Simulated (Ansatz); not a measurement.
## Thickness series in ZnS

Take ZnS in the zinc blende structure (space group F-43m, No. 216; a = 5.3904 Å) as the base. Axes: x, y, z lie along the cube axes.

Free-standing slabs (2 atom(s) a layer) normal to [110] with 15 Å of vacuum; in-plane cell held at bulk.

All numbers come from r2SCAN (Ansatz, a program for electronic structure, PAW, without spin-orbit coupling), earlier PAW set.

Candidates:
(a) 5 layers
(b) 2 layers
(c) 4 layers
(d) 7 layers

For the base:

The band gap comes out as 2.70 eV.

### Question
Order them by band gap, highest first.

### Answer
(b) 2 layers (3.33 eV), (c) 4 layers (3.00 eV), (a) 5 layers (2.94 eV), (d) 7 layers (2.88 eV)

Stability against distortions was not tested.
